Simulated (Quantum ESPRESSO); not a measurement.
**How far to go with the k-point mesh: ZnNi (P4mm, 2 atoms in the cell)**

```xyz
2
Lattice="2.7101 0.0000 0.0000 0.0000 2.7101 0.0000 0.0000 0.0000 3.1979" Properties=species:S:1:pos:R:3 pbc="T T T"
Zn     1.3550     1.3550     1.6489
Ni     0.0000     0.0000     0.0000
```

Method of the run: LDA (PZ), PSlibrary PAW (LDA) pseudopotentials (plane waves; Quantum ESPRESSO 7.5).

Base settings: ecutwfc = 50 Ry; ecutrho = 300 Ry; occupations = smearing; smearing = fermi-dirac; degauss = 0.0073499 Ry; potentials = {Zn: Zn.pz-dn-kjpaw_psl.1.0.0.UPF, Ni: Ni.pz-n-kjpaw_psl.1.0.0.UPF}; K_POINTS = automatic 8 8 7 0 0 0; conv_thr = 1e-10 Ry; mixing_beta = 0.7.

Only quantities that move along the ladder and can be compared are tabulated.

The count of work is k-points × plane waves × bands × iterations; it is no time. 

The starting cell comes from a database of computed structures (which also holds hypothetical and non-ambient phases and stackings), without a prior relaxation at this level. Its lattice was rescaled by up to half a per cent. One atom was moved a little off its site on purpose. Spin polarisation is off. In the base run, with a pressure of about -11 GPa the cell is away from its equilibrium volume at this level.

Steps (K_POINTS): automatic 2 2 2 0 0 0; automatic 3 3 2 0 0 0; automatic 3 3 3 0 0 0; automatic 4 4 3 0 0 0; automatic 4 4 4 0 0 0; automatic 5 5 5 0 0 0; automatic 7 7 6 0 0 0; automatic 8 8 7 0 0 0; automatic 9 9 8 0 0 0; automatic 12 12 10 0 0 0; automatic 14 14 12 0 0 0; automatic 17 17 15 0 0 0; automatic 21 21 18 0 0 0; automatic 24 24 20 0 0 0.

Question: What is the coarsest K_POINTS that holds the pressure within 0.5 GPa of the last step, with all finer ones?

Answer: automatic 3 3 3 0 0 0, at 0.0065 of the last step's count of work; the step before is off by 1.3 GPa.

Question: What is the coarsest K_POINTS that holds the free energy within 5 meV/atom of the last step, with all finer ones?

Answer: automatic 5 5 5 0 0 0, at 0.018 of the last step's count of work; the step before is off by 7.2 meV/atom.

Question: What is the coarsest K_POINTS that holds the forces within 0.01 eV/Å of the last step, with all finer ones?

Answer: automatic 4 4 4 0 0 0, at 0.018 of the last step's count of work; the step before is off by 0.015 eV/Å.

```tsv
K_POINTS	free energy less the last step's (meV/atom)	pressure (GPa)	largest difference of a force vector from the last step's (eV/Å)	count of work / last
automatic 2 2 2 0 0 0	442.45	-6.30	0.005	0.0065
automatic 3 3 2 0 0 0	-71.94	-12.74	0.003	0.0065
automatic 3 3 3 0 0 0	3.48	-11.03	0.011	0.0065
automatic 4 4 3 0 0 0	20.25	-11.45	0.015	0.011
automatic 4 4 4 0 0 0	7.22	-11.08	0.003	0.018
automatic 5 5 5 0 0 0	3.61	-11.34	0.006	0.018
automatic 7 7 6 0 0 0	2.12	-11.47	0.000	0.040
automatic 8 8 7 0 0 0	3.52	-11.44	0.000	0.060
automatic 9 9 8 0 0 0	0.80	-11.47	0.002	0.075
automatic 12 12 10 0 0 0	0.46	-11.49	0.001	0.17
automatic 14 14 12 0 0 0	0.01	-11.51	0.000	0.25
automatic 17 17 15 0 0 0	0.09	-11.49	0.000	0.36
automatic 21 21 18 0 0 0	0.03	-11.49	0.000	0.66
automatic 24 24 20 0 0 0	0.00	-11.49	0.000	1.0
```
